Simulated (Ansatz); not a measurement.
BBi (model structure, started from the wurtzite type, P6₃mc, No. 186, 4 atoms in the cell) was calculated with r²SCAN (plane waves, PAW; Ansatz, a program for electronic structure).

Settings: plane-wave cutoff 560 eV, 18×18×10 k mesh (along the axes of the cell as run), Fermi–Dirac smearing 0.05 eV, scalar-relativistic PAW data made under PBE.

Cell (relaxed with PBEsol):

```
CELL_PARAMETERS angstrom
      3.84115     0.00000     0.00000
     -1.92058     3.32654     0.00000
      0.00000     0.00000     6.33130
ATOMIC_POSITIONS crystal
  B  0.66667 0.33333 0.99992
  B  0.33333 0.66667 0.49992
  Bi 0.66667 0.33333 0.62528
  Bi 0.33333 0.66667 0.12528
```

Task: What does this level give for the band gap?

Result: 
- band gap: 0.25 eV (on the SCF k mesh)

Note: the relaxation could raise the start's symmetry but not lower it, so the cell can be a saddle point; cell and atoms aren't relaxed at this level (pressure 1.7 GPa).

Spin–orbit coupling is not included; it can close the smallest gap of 0.25 eV.

Static lattice: no zero-point or thermal effects.

A model structure was made by putting elements into a prototype or built by hand; it is no filed structure, need not be a known phase, and can be a saddle point held by its symmetry.
